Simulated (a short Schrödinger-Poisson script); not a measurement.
Stack: MOS inversion layer, Si3N4 on p-type Si(100), at 300 K.

From the gate side: 2 nm Si3N4; 330 nm Si, acceptors 1.7e18 cm⁻³.

Constants are typed, rounded textbook-type inputs, not results; the design itself was drawn at random and stands for no fabricated device. Si3N4: permittivity 7.5, conduction-band edge (eV) 1.95, gap (eV) 5.1, electron mass (mₑ) 0.5. Si: permittivity 11.7, conduction-band edge (eV) 0, gap (eV) 1.124, Nv at 300 K (cm⁻³) 3.1e19.

Channel valleys (confinement mass, in-plane density-of-states mass, number): Δ2 0.916, 0.19, 2; Δ4 0.19, 0.417, 4. At the gate the conduction-band edge of layer 1 lies 2.43 eV − eVg above the Fermi level of the channel; the field vanishes at the back. Gaps are held at their typed values at every temperature. Mesh 0.03 nm at interfaces.

Solved with a short Schrödinger-Poisson script written for these runs: 1D Poisson equation in equilibrium, electrons quantum, Hartree (BenDaniel-Duke, 12 states a valley, the channel's in-plane mass for all, wave functions ending at the dielectric), parabolic valleys, classical holes, full ionisation, no traps, pinning or gate leakage.

| Vg (V) | electrons (cm⁻²) | C (μF/cm²) | Δ2 E0 (meV from the Fermi level) | Δ4 E0 (meV from the Fermi level) |
|---|---|---|---|---|
| 0.65 | 3.07e9 | 0.356 | 189.8 | 280.7 |
| 0.7 | 1.55e10 | 0.404 | 147.7 | 240.2 |
| 0.75 | 7.15e10 | 0.613 | 107.8 | 201.9 |
| 0.8 | 2.53e11 | 1.07 | 74.5 | 170.4 |
| 0.85 | 6.10e11 | 1.53 | 50.6 | 148.5 |
| 0.9 | 1.10e12 | 1.82 | 33.8 | 133.8 |
| 0.95 | 1.68e12 | 1.99 | 21.2 | 123.5 |
| 1 | 2.30e12 | 2.10 | 11.1 | 115.6 |
| 1.05 | 2.96e12 | 2.18 | 2.5 | 109.4 |
| 1.1 | 3.63e12 | 2.23 | -5.0 | 104.1 |
| 1.15 | 4.33e12 | 2.27 | -11.7 | 99.6 |
| 1.2 | 5.04e12 | 2.31 | -18.0 | 95.6 |
| 1.25 | 5.76e12 | 2.34 | -23.8 | 92.0 |
| 1.3 | 6.49e12 | 2.36 | -29.4 | 88.7 |
| 1.35 | 7.22e12 | 2.38 | -34.6 | 85.6 |
| 1.4 | 7.96e12 | 2.40 | -39.7 | 82.7 |

Gate voltages with under 1e9 electrons/cm² are left out.

### Question
At Vg = 1.4 V the lowest Δ2 subband lies at -39.7 meV from the Fermi level. How many electrons does it hold, and what share of all?

### Answer
The two-dimensional density of states is g m/(πħ²) = 1.59e11 cm⁻² meV⁻¹ (both spins), kT = 25.9 meV, so n = D kT ln(1 + exp(−E/kT)) = 7.10e12 cm⁻², 0.89 of the 7.96e12 cm⁻² in all.

### Question
Compare the slope of the sheet density between 1.3 and 1.4 V with the geometric capacitance of the layers between gate and channel.

### Answer
q Δn/ΔV = 2.36 μF/cm²; ε0/Σ(t/ε) = 3.32 μF/cm². The ratio is 0.71: the channel acts as a further capacitance in series.
